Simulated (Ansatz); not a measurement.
ZnWO4 (P2/c, No. 13)

These are LDA (Ansatz, a quantum-chemistry and plane-wave program, plane waves, PAW) values and carry that method's errors.

Run with plane-wave cutoff 520 eV, 8×6×8 k mesh (along the axes of the cell as run), perturbation theory, no spin polarisation, scalar-relativistic PAW data made under PBE.

Cell (relaxed at this level):

```
WZnO4
1.0
    4.60604     0.00000     0.00972
    0.00000     5.64182     0.00000
   -0.04174     0.00000     4.86711
W Zn O
2 2 8
Direct
  0.00000   0.18175   0.25000
  0.00000   0.81825   0.75000
  0.50000   0.67548   0.25000
  0.50000   0.32452   0.75000
  0.21862   0.10605   0.93285
  0.78138   0.10605   0.56715
  0.78138   0.89395   0.06715
  0.21862   0.89395   0.43285
  0.25905   0.37808   0.40381
  0.74095   0.37808   0.09619
  0.74095   0.62192   0.59619
  0.25905   0.62192   0.90381
```

| Item | Value |
|---|---|
| electronic dielectric constant ε∞ (mean over three axes) | 5.54 |
| static dielectric constant (mean over three axes) | 17.9 |

Spin–orbit coupling is not included.

Cost on a shared machine: about 80 core-minutes (a rough figure).
